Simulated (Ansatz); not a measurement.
# Pressure series in Ca(OH)2

Start from Ca(OH)2 (space group P-3m1, No. 164; a = 3.561 Å, c = 4.768 Å; layered).

Cell and atoms are relaxed at each pressure.

The values are results of PBEsol/PAW in Ansatz (a quantum-chemistry and plane-wave program), without spin-orbit coupling, not measurements.

Two rows of this table had their results exchanged by mistake.

| pressure | volume per atom (Å³) | shortest distance (Å) | band gap |
|---|---|---|---|
| pressure −2 GPa | 11.51 | 0.974 | 3.86 eV |
| pressure −1 GPa | 10.82 | 0.975 | 4.07 eV |
| pressure 1.8 GPa | 10.02 | 0.975 | 4.36 eV |
| pressure 4.2 GPa | 9.60 | 0.975 | 4.54 eV |
| pressure 9 GPa | 9.01 | 0.975 | 4.83 eV |
| pressure 18 GPa | 7.11 | 0.969 | 4.57 eV |
| pressure 30 GPa | 7.66 | 0.972 | 4.92 eV |
| pressure 45 GPa | 8.29 | 0.974 | 5.25 eV |
| pressure 60 GPa | 6.71 | 0.968 | 4.28 eV |

Problem. Which two?

Solution. The rows for pressure 18 GPa and pressure 45 GPa: the volume has to fall steadily with pressure, so 8.29 Å³ belongs to pressure 18 GPa and 7.11 Å³ to pressure 45 GPa.

Load acts through the strain it causes; cell and atoms are relaxed under it. No phonon test of stability was made. No other phases were tried under pressure. No dispersion term is included in the PBEsol runs.
